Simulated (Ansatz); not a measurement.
Base system: Os in the hcp (Mg type) structure (space group P6_3/mmc, No. 194; a = 2.7290 Å, c = 4.3091 Å; relaxed with 0.1 eV smearing). Axes: x lies along a and z along c of the hexagonal cell.

Calculations: PBEsol (Ansatz, a first-principles code), no spin-orbit coupling.

For the base:

- Band gap = zero

The change: tensile biaxial strain of 1.50 % in the plane normal to [001], as in epitaxy on a mismatched substrate; the out-of-plane cell vector and the atoms relax.

Task: Estimate the effect on the out-of-plane strain, in-plane stress and band gap.

Result: The out-of-plane strain comes out as -0.81 %; the mean in-plane stress (compression positive) is -12.3 GPa; the band gap stays zero.

Stability against distortions was not tested. All final runs are without spin polarisation.
